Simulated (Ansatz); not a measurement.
The starting structures come from a database of crystals and need not be the phases stable at ambient conditions.

 Where the default PAW files enter, the runs use the earlier of Ansatz's two default sets.

Data:

```xyz
10
Lattice="5.6655 0.0000 0.0000 0.0000 5.6655 0.0000 2.8327 -2.8327 4.0061" Properties=species:S:1:pos:R:3 pbc="T T T"
Mg     0.0000     0.0000     0.0000
Te     2.8327     2.8327     0.0000
Pb     2.8327     0.0000     2.0030
Pb     5.6655     2.8327     2.0030
O      4.2020     1.4635     0.0000
O      1.4635     4.2020     0.0000
O      4.2020     4.2020     0.0000
O      1.4635     1.4635     0.0000
O      5.6655     0.0000     2.0697
O      2.8327     2.8327     1.9364
```

Space group of this cell: Fm-3m. The cell was relaxed by PBE-D3(BJ); by PBEsol its mean pressure is -2.3 GPa.

Transport runs along the normal of the first two printed cell vectors, the (001) plane of the conventional cell.

The gap is the functional's own, uncorrected, and κ follows it; spin-orbit coupling is left out. Mid-gap values are interpolated between the computed energies.

Q: Estimate the band gap and the smallest decay constant κ at mid-gap that PBEsol (Ansatz, a first-principles code) returns for this system.

A: Gap 2.39 eV on a 8×8×8 mesh; κ = 0.219 1/Å, at the zone centre.
